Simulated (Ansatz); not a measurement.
Defect migration in silicon: B-vacancy pair (B on one host Si site, one Si site vacant), charge state +1. The step: the B atom itself jumps into the vacancy (B-vacancy distance between ideal sites 2.37 Å throughout); the atom moves 3.47 Å along (0.37, -0.37, -0.37) of the unit cell; the moving atom starts with neighbours 3 Si at 2.04 Å and ends with 3 Si at 2.04 Å. A PBE band in Ansatz (plane-wave PAW, a 2×2×2 k-point mesh shifted by half a step, 64 host sites, 67 SCF runs with any check of the saddle's order, static, no finite-size correction) gives a forward barrier of 2.35 eV. The saddle point's order was not checked, and it lies on a symmetry element of the cell, where a band can be held. The charge state is imposed; whether it is stable for some Fermi level was not computed. Forms of the defect that were not tried may lie lower.

Single points at the band's start and saddle point can refine it. Rough cost of one point, in units of the band's mean SCF on the same machine:

| Level | Cost of one point |
|---|---|
| PBE, a 3×3×3 k-point mesh shifted by half a step | about 4 |
| r2SCAN at 500 eV, a 2×2×2 k-point mesh shifted by half a step | about 2 |

Task: Which of these move the barrier by more than 0.1 eV, and how far does each move it?

Result: PBE, a 3×3×3 k-point mesh shifted by half a step: +0.02 eV; r2SCAN at 500 eV, a 2×2×2 k-point mesh shifted by half a step: +0.33 eV. Each functional is compared with PBE at the same k-points.

Ansatz is a first-principles code.
